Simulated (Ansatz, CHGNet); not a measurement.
**How the c axis length of TiAl₃ (I4/mmm, No. 139) moves with the method**

No measured value is used here.

| level (code) | value (Å) |
|---|---|
| CHGNet-r²SCAN | 8.570 |
| LDA (Ansatz) | 8.482 |
| BLYP (Ansatz) | 8.740 |
| PBE (Ansatz) | 8.620 |
| revPBE (Ansatz) | 8.662 |
| RPBE (Ansatz) | 8.677 |
| PBE-D4 (Ansatz) | 8.527 |
| PBEsol-D3(BJ) (Ansatz) | 8.438 |
| rVV10 (Ansatz) | 8.604 |
| r²SCAN (Ansatz) | 8.560 |
| r²SCAN+rVV10 (Ansatz) | 8.547 |
| PBE0 (Ansatz) | 8.590 |

The crystal itself was run without spin with r²SCAN, r²SCAN+rVV10, PBE0; a magnetic state was not tried in these runs. PBE0: the run has no spin polarisation, so it can have missed a magnetic state. Cutoffs and k meshes differ between the levels. Ansatz's density-functional and Hartree–Fock values are scalar-relativistic unless marked +SOC, with PAW data made under PBE.

Machine-learned potentials (CHGNet-r²SCAN) are trained on DFT data: a solid inside that data is no test of them.

Ansatz is a program for electronic structure.
